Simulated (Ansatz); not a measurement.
The reference is NaI in the rock salt structure (space group Fm-3m, No. 225; a = 6.4021 Å). Axes: x, y, z lie along the cube axes.

Structures relaxed with PBEsol (Ansatz, a first-principles code, PAW, spin-orbit coupling left out).

Base:

Simulated powder pattern, Cu Kα1, λ = 1.54056 Å (kinematic, ideal powder, no thermal factors, no anomalous dispersion; the 8 strongest lines at most, above 2 %, up to 2θ = 90°):

| 2θ (°) | I/Imax (%) | hkl |
|---|---|---|
| 24.06 | 87 | (111) |
| 27.85 | 100 | (200) |
| 39.79 | 76 | (220) |
| 47.04 | 42 | (311) |
| 49.26 | 27 | (222) |
| 63.26 | 18 | (331) |
| 65.11 | 34 | (420) |
| 72.23 | 25 | (422) |

Now apply this change: tensile biaxial strain of 2.50 % in the plane normal to [111], as in epitaxy on a mismatched substrate; the out-of-plane cell vector and the atoms relax.

Predict the new powder pattern.


Simulated powder pattern, Cu Kα1, λ = 1.54056 Å (kinematic, ideal powder, no thermal factors, no anomalous dispersion; the 8 strongest lines at most, above 2 %, up to 2θ = 90°):

```
2θ (°)  I/Imax (%)       hkl
------  ----------  --------
23.60           67  (1 1 -1)
24.65           20     (111)
27.63          100     (200)
38.78           40  (2 0 -2)
40.14           36     (220)
46.50           21  (3 1 -1)
48.28           21  (2 2 -2)
63.57           18  (4 0 -2)
```

The indices refer to the base's conventional cell; one index is shown for lines that coincide. The space group is now R-3m (No. 166).

Stability against distortions was not tested.
